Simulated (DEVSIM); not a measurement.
Structure: Schottky contact on n-type ZnO, at 300 K.

Layer 1 from the left is ZnO, thickness (μm) 1.30, Nd (cm⁻³) 3.5e15, τn (s) 4.6e-10, τp (s) 4.6e-10.

Left contact: Schottky, work function 5.68 eV, emission velocity 1.1e7 cm/s. Right contact: ohmic. Voltage is applied to the left contact. Recombination: SRH at mid-gap, radiative. Mobility is μmin + (μ − μmin)/(1 + (N/Nref)^α).

Constants are typed, rounded textbook-type inputs, not results; the design itself was drawn at random and stands for no fabricated device. Values at 300 K.

ZnO: gap (eV) 3.37, affinity (eV) 4.5, permittivity 8.7, Nc (cm⁻³) 3.7e18, Nv (cm⁻³) 1.8e19, μn (cm²/Vs) 200, μp (cm²/Vs) 20, μn,min 20, μp,min 2, Nref,n 1e18, Nref,p 1e18, αn 0.6, αp 0.6, B (cm³/s) 1e-10.

Model (solved in DEVSIM): 1D drift-diffusion, Boltzmann statistics, complete ionisation; no tunnelling, impact ionisation, image-force lowering or self-heating. Metal contacts follow the ideal Schottky-Mott rule: no Fermi-level pinning, no interface dipoles.

Dark forward current:

```csv
|V| (V),|J| (A/cm²)
0.05,2.259e-13
0.10,1.757e-12
0.15,1.215e-11
0.20,8.255e-11
0.25,5.588e-10
0.30,3.774e-9
0.35,2.543e-8
0.40,1.709e-7
0.45,1.145e-6
0.50,7.636e-6
0.55,5.068e-5
0.60,0.0003341
0.65,0.002184
0.70,0.01409
0.75,0.08897
0.80,0.5369
0.85,2.860
0.90,11.26
0.95,29.22
1.00,55.15
1.05,86.07
1.10,120.0
1.15,156.0
1.20,193.2
1.25,231.4
1.30,270.4
```

Task: Work out the local ideality factor n = ΔV / (kT/q · ln(J2/J1)) between the rows 0.15 and 0.20 V, 1.25 and 1.30 V.

Result: kT/q = 25.85 mV. From 0.15 to 0.20 V: ln(8.255e-11/1.215e-11) = 1.916, n = 1.01, near the 1 of diffusion or emission over a barrier. From 1.25 to 1.30 V: ln(270.4/231.4) = 0.156, n = 12.42; the layers' resistance at their doping, Σ W/(qμN) = 0.0012 Ω cm², would take 47 mV of this step of 50 mV.

Task: Estimate the current at 0.45 V for emission alone, J0 = q v N_band exp(−φB/kT), and read the barrier back from the simulated current.

Result: φB = 1.180 eV, N_band = 3.70e18 cm⁻³, J0 = 9.76e-14 A/cm²; J = J0 (exp(qV/kT) − 1) = 3.55e-6 A/cm². The simulation gives 1.15e-6 A/cm²; the estimate lies 210 % above. Read backwards, the simulated current gives an apparent barrier of 1.209 eV. The estimate leaves out transport through the depletion region and minority injection.
